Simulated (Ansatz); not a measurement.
# MoSi2: uniaxial strain ε_xx = +3.00 %

The reference is MoSi₂ (space group I4/mmm, No. 139; a = 3.1901 Å, c = 7.8220 Å; relaxed with 0.1 eV smearing). Axes: x, y, z lie along a, b, c of the conventional cell.

Now apply this change: the cell is stretched by 3.00 % along x with no lateral relaxation, atoms relaxed at fixed cell.

The values are results of Kohn–Sham DFT with the PBEsol functional, run in Ansatz (a first-principles code) with PAW and 420 eV plane waves, without spin-orbit coupling, not measurements. Γ-centred 25×25×25 mesh, Fermi–Dirac width 0.1 eV.

```tsv
quantity	base	changed	shift
volume per atom	13.27 Å³	13.66 Å³	+0.398 Å³
shortest interatomic distance	2.580 Å	2.575 Å	-0.005 Å
energy relative to the base (free energy F)	0 meV/atom	+15 meV/atom	+15 meV/atom
pressure (mean of the normal stresses, compression positive)	0.0 GPa	-5.8 GPa	-5.8 GPa
band gap	zero	zero	–
stress (xx, yy, zz, yz, xz, xy; compression positive)	–	(-11.4, -3.3, -2.6, 0.0, 0.0, 0.0) GPa	–
```

Final structure:

```xyz
3
Lattice="-1.6429 1.5950 3.9110 1.6429 -1.5950 3.9110 1.6429 1.5950 -3.9110" Properties=species:S:1:pos:R:3 pbc="T T T"
Si     0.0000     0.0000     5.1986
Si     0.0000     0.0000     2.6234
Mo     0.0000     0.0000     0.0000
```

Whether these cells are dynamically stable was not tested. The final runs are not spin-polarised.
